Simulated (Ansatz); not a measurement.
Reference: SnS2 (P-3m1), PBEsol+D3BJ, rigid bands (plane waves, PAW, scalar-relativistic; Ansatz, a first-principles code); axes and stresses refer to this cell.

```yaml
crystal:
  lattice:
    - [3.62598, 0.00000, 0.00000]
    - [-1.81299, 3.14019, 0.00000]
    - [0.00000, 0.00000, 5.57346]
  atoms:
    - { symbol: Sn, position: [0.00000, 0.00000, 0.00000] }
    - { symbol: S, position: [0.33333, 0.66667, 0.26444] }
    - { symbol: S, position: [0.66667, 0.33333, 0.73556] }
```

hole conductivity mass: 0.65 mₑ
Seebeck coefficient, p-type 1e19 cm⁻³: 401 μV/K
band gap: 0.95 eV

**Question.** Change: spin-orbit coupling switched on. What happens to hole conductivity mass, Seebeck coefficient, p-type 1e19 cm⁻³, band gap?

**Answer.** hole conductivity mass moves little, to 0.65 mₑ; Seebeck coefficient, p-type 1e19 cm⁻³ moves little, to 401 μV/K; band gap moves little, to 0.95 eV.

Masses are for dilute carriers at 300 K, harmonic means over directions unless an axis is named. Seebeck coefficients are for the stated density at 300 K, with one relaxation time for all states and whether or not that doping can be reached. Spin-orbit coupling is left out unless a row names it. 

PBEsol with a dispersion correction tends to overbind, so the cell can be several per cent short, in bad cases over ten, which usually narrows a gap: SnS2 (P-3m1).
